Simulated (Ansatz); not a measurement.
Results of LDA (PAW; Ansatz, a first-principles code) for IrC (model structure, Fm-3m, No. 225, 2 atoms in the cell).

Excerpt of the program's output:

```
WARN output.stress: scf.convergence.dr2_threshold = 1e-7 eV (the SCF's general default) is looser than the 2e-10 eV advised for a printed stress (1e-10 eV for …
Relaxation: its limit of steps is 80 (relax.max_steps)
Crystal: 2 atoms, lattice volume = 20.682 Å³
Basis set: ecut = 520 eV, 537 PW (Γ), exchange–correlation on 48×48×48 points (8 copies of the dense FFT grid, shifted against one another)
Bands: 15, of which v1, the nominal top of the filled ones, is band 11 counted from 1 (10 counted from 0)
Symmetry: 48 space group operations
Space group: Fm-3m (ITA 225), of the structure as read, at distance tolerance 2.7e-5 Å
k-points: 328 of 10648
Functional: x = slater, c = lda
SCF iter   1: F=—  HF=-11903.570108 eV  |F-HF|=—  |Δ(HF+E_count)|=         —  Δρ=6.31e-3  dr2=3.76e-3
SCF iter   2: F=—  HF=-11903.570400 eV  |F-HF|=—  |Δ(HF+E_count)|=   2.92e-4  Δρ=3.69e-3  dr2=1.43e-3
  ...
SCF iter   5: F=-11903.570182 eV  HF=-11903.570182 eV  |F-HF|=5.38e-9  |Δ(HF+E_count)|=   3.35e-9  Δρ=8.59e-6  dr2=8.20e-9
SCF iter   6: F=-11903.570182 eV  HF=-11903.570182 eV  |F-HF|=4.33e-10  |Δ(HF+E_count)|=   1.81e-9  Δρ=1.71e-6  dr2=5.21e-10
SCF 1 converged in 6 iterations: F = -11903.570182 eV  dr2 = 5.21e-10
relax step   1: F+E_penalty+E_count = -11903.57018198 eV  Δ(F+E_penalty+E_count) = +0.000e0 eV  max|allowed force component| = 3.846e-30 eV/Å  Δτ_max = 0.0000 Å  (6 SCF iters, accepted)
SCF converged after 6 iterations
Free energy (F): -11903.570182 eV
Internal energy: -11903.542608 eV  (E = F + TS)
E sigma→0 (E₀):  -11903.556395 eV
Fermi energy:    21.267795 eV
--- Forces (eV/Å), atoms counted from 1 ---
  atom   1  Ir    -0.00000000     0.00000000    -0.00000000
  atom   2  C      0.00000000     0.00000000     0.00000000
--- Stress (GPa, compression-positive) ---
       -6.861550       0.000000       0.000000
       -0.000000      -6.861550       0.000000
        0.000000       0.000000      -6.861550
  P = ⅓ Tr σ = -6.8615 GPa (-68.615 kbar)
```

Task: Write an input file that could have produced this run (the log leaves some choices open).

Result: One answer among several that fit: 
Ansatz 0.2 input:
```yaml
crystal:
  lattice:
    - [0.0, 2.1786588757, 2.1786588757]
    - [2.1786588757, 0.0, 2.1786588757]
    - [2.1786588757, 2.1786588757, 0.0]
  atoms:
    - { symbol: Ir, position: [0.0, 0.0, 0.0] }
    - { symbol: C, position: [0.5, 0.5, 0.5] }
basis:
  ecutwfc: 520
  ecutrho_ratio: 4
  xc_grid: 2
kpoints:
  mp_grid: { grid: [22, 22, 22] }
hamiltonian:
  xc: lda
  dispersion: none
  pseudopotentials: { kind: paw }
scf:
  occupations: { method: fermi_dirac, width: 0.05 }
output:
  forces: true
  stress: true
  eigenvalues: true
relax:
  f_tol: 0.004
  escape_saddle: false
  max_steps: 80
```

The cell is one volume of an energy–volume scan, off the minimum.

The PAW data were made under PBE.

Note: the run has no spin polarisation, so it can have missed a magnetic state. Note: the relaxation could raise the start's symmetry but not lower it, so the cell can be a saddle point.

A model structure was made by putting elements into a prototype or built by hand; it is no filed structure, need not be a known phase, and can be a saddle point held by its symmetry.
